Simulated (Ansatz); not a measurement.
## A constructed model of the (110) surface of bcc W, p(2x2) surface alloy, Sb on one W site of the top plane (bottom of the slab: a bare face, its two planes held)

These are PBE (plane waves to 420 eV, PAW; Ansatz, a program for electronic structure) values and carry that method's errors.

Slab: 24 atoms, 11.2 Å thick at the start; k 7x7x1, smearing 0.1 eV, dipole-corrected; 8 atoms held, the rest relaxed; held to the start's symmetry, so lower structures may exist; no spin, no spin-orbit, no U. It is one candidate, not shown to be the stable structure of the face.

```yaml
work_function_of_the_top_face: 4.30 eV
energy_released_by_relaxation: 0.88 eV
cost: very roughly 19 core-minutes
```
